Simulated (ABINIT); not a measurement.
Band structure of Si (Fd-3m, 2 atoms in the cell).

```xyz
2
Lattice="0.0000 2.7155 2.7155 2.7155 0.0000 2.7155 2.7155 2.7155 0.0000" Properties=species:S:1:pos:R:3 pbc="T T T"
Si     0.0000     0.0000     0.0000
Si     1.3578     1.3578     1.3578
```

Computed with PBE, PAW (JTH v2.0 PBE PAW) (plane waves; ABINIT).

Settings: pseudos = [Si.GGA_PBE-JTH.xml]; ecut = 20 Ha; pawecutdg = 40 Ha; pawxcdev = 0; ixc = 11; occopt = 3; tsmear = 0.00036749 Ha; ngkpt = 7 7 7; nshiftk = 1; shiftk = 0 0 0; potentials = JTH v2.0 PBE PAW; kptopt = 1; nstep = 80.

The starting cell has typed, rounded lattice constants, without a prior relaxation at this level.

### Question
Predict the gap along the standard path and the places of the band edges.

### Answer
The gap along the path is 0.58 eV, from Γ to a point between Γ and X; the smallest direct gap on it is 2.57 eV.

Levels in eV from the top of the valence band on the SCF mesh, bands 1 to 8:
```tsv
point	1	2	3	4	5	6	7	8
Γ	-11.97	0.00	0.00	0.00	2.57	2.57	2.57	3.35
X	-7.83	-7.83	-2.86	-2.86	0.72	0.72	10.13	10.13
W	-7.67	-7.67	-3.86	-3.86	4.31	4.31	5.02	5.02
K	-8.24	-7.24	-4.31	-2.44	1.22	4.16	7.50	8.08
L	-9.64	-6.98	-1.21	-1.21	1.54	3.37	3.37	7.73
U	-8.24	-7.24	-4.31	-2.44	1.22	4.16	7.50	8.08
```
